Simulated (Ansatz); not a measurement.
Base system: GaN in the wurtzite structure (space group P6_3mc, No. 186; a = 3.1833 Å, c = 5.1839 Å). Axes: x lies along a and z along c of the hexagonal cell.

Computed with Ansatz (a program for electronic structure), r2SCAN, PAW, cutoff 500 eV, scalar-relativistic without spin-orbit coupling, earlier PAW set.

Before the change:

```
Item                                 Result
---------------------  --------------------
Valence-band top at Γ  0.00, 0.00, -0.04 eV
Gap character                   direct at Γ
```

It is then changed as follows: uniaxial stress, 1 GPa compression along x; all other stress components relax to zero.

### Question
Estimate the effect on the hole mass, strain response, valence-band top at Γ and gap character.

### Answer
The hole mass is 0.18 mₑ along x, 2.2 mₑ along y, 2.0 mₑ along z (at Γ); the strain response (xx, yy, zz) comes out as (−0.33, +0.10, +0.05) %; the valence-band top at Γ (three highest levels, from the VBM) goes from 0.00, 0.00, -0.04 eV to 0.00, -0.03, -0.06 eV; the gap character is still direct at Γ.

Masses are band curvatures over ±0.01 Å⁻¹ around the edge. Stability under load was not tested beyond the relaxation. Labels are those of the standard path for the cell's own space group.
